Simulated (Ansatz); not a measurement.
The parent structure is MoS2 (space group R3m, No. 160; layered, stacked along the Cartesian z axis).

```
MoS2
1.0
    1.58761     0.91661     6.19494
   -1.58761     0.91661     6.19494
    0.00000    -1.83321     6.19494
Mo S
1 2
Direct
  0.00000   0.00000   0.00000
  0.75030   0.75030   0.75030
  0.58300   0.58300   0.58300
```

All numbers come from r2SCAN+rVV10/PAW in Ansatz (an electronic-structure program), scalar-relativistic without spin-orbit coupling.

Carriers are added at fixed cell with a uniform background; the Fermi–Dirac width is that of 300 K.

One change was made to it. Results:

The gap between the host's bands falls by 0.04 eV, from 1.02 eV to 0.98 eV; the Fermi level relative to the doped band's edge (positive inside the band; to 0.05 eV) is +0.40 eV; the gap character becomes indirect, T → Γ–S₀ (50 % along) (base: indirect, T → k = (0.143, 0.476, -0.191) in the run's primitive reciprocal basis).

Question: What was done to the base?
(A) holes 7.0×10^21 cm⁻³
(B) holes 5.0×10^21 cm⁻³
(C) electrons 7.0×10^21 cm⁻³

Answer: C, electrons 7.0×10^21 cm⁻³. For comparison, the Fermi level from band edge in the other runs: holes 5.0×10^21 cm⁻³ gives +0.95 eV; holes 7.0×10^21 cm⁻³ gives +1.05 eV.

Charged cell with a jellium background: band edges are those of the host's band count, energies are not comparable with the neutral cell, and many-body gap narrowing is missing. No phonon test of stability was made.
